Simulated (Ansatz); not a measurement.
Input:

End structure of the (115) surface of diamond, 2 pairs of surface atoms bonded, one H, on a paired C at depth 0.0 Å (bottom of the slab: built like the top, H on every dangling bond, free):

```xyz
63
Lattice="5.0509 0.0000 0.0000 1.2627 6.5614 0.0000 0.0000 0.0000 28.0000" Properties=species:S:1:pos:R:3 pbc="T T T"
C      4.5992     0.0010     9.3397
C      2.9686     0.0182     9.3429
C      2.5786     1.4462     9.7938
C      5.0005     1.4162     9.7828
C      5.8621     4.1539    10.0311
C      4.2293     4.1657    10.0398
C      3.8752     5.5933    10.4730
C      1.1700     5.5821    10.4713
C      1.2558     1.6581    10.5936
C      3.7985     1.7542    10.6690
C      3.8333     3.1813    11.1687
C      1.2170     3.1419    11.1339
C      2.5229     5.8115    11.2589
C      5.0506     5.8612    11.4197
C      3.7899     0.7552    11.8776
C      1.2615     0.7142    11.8181
C      2.5212     3.4202    11.9733
C      5.0562     3.3821    12.0678
C      5.0550     4.8616    12.5709
C      2.5204     4.8596    12.5065
C      2.5214     0.9763    12.7081
C      5.0558     0.9743    12.7097
C      5.0509     2.4301    13.2267
C      2.5255     2.4301    13.2267
C      3.7882     5.1033    13.3986
C      1.2627     5.1033    13.3986
C      0.0000     0.0000    13.9141
C      2.5255     0.0000    13.9141
C      3.7882     2.6731    14.0859
C      1.2627     2.6731    14.0859
C      1.2627     4.1312    14.6014
C      3.7882     4.1312    14.6014
C      3.7882     0.2430    14.7733
C      1.2627     0.2430    14.7733
C      1.2560     1.6973    15.2904
C      3.7943     1.6970    15.2906
C      5.0583     4.3759    15.5041
C      2.5163     4.3691    15.4338
C      2.5239     5.8630    15.9189
C      5.0623     5.8107    16.0419
C      5.0494     1.9704    16.1795
C      2.5242     1.9118    16.1056
C      2.5200     3.3387    16.5841
C      5.0421     3.4317    16.7714
C      1.3189     6.1058    16.8771
C      3.7519     6.0380    16.8431
C      2.5434     0.8600    17.3798
C      5.0649     1.0104    17.4281
C      1.3120     3.6633    17.6055
C      3.6927     3.6275    17.5559
C      3.2212     5.0256    17.8499
C      1.8301     5.0605    17.8676
C      1.3354     1.3508    18.1065
C      3.7524     1.2598    18.1472
C      3.3311     2.6020    18.6769
C      1.7494     2.5721    18.5554
H      6.2789     6.2639     8.3677
H      3.8042     6.2873     8.3734
H      2.5733     2.1212     8.9211
H      5.0048     2.0771     8.9023
H      1.2176     3.9138     9.0381
H      3.8055     3.9089     9.0587
H      3.7237     2.9014    19.6569
```

Model: 63-atom slab, 11.6 Å thick at the start with caps and adatoms (thin: gaps and levels are the slab's own), 5x4x1 mesh, Fermi-Dirac 0.025 eV, dipole correction, 12 atoms held, the rest relaxed; no symmetry held; spin-polarised, ending with about 1.0 μB a cell; orders that need a larger cell were not tried, no spin-orbit, no U. It is one candidate, not shown to be the stable structure of the face.

Question: What highest filled level below the top vacuum level does PBE run with Ansatz (a program for electronic structure) give?

Answer: 4.88 eV

Question: Estimate the gap of the slab on its k-mesh that PBE returns for this input.

Answer: 1.21 eV
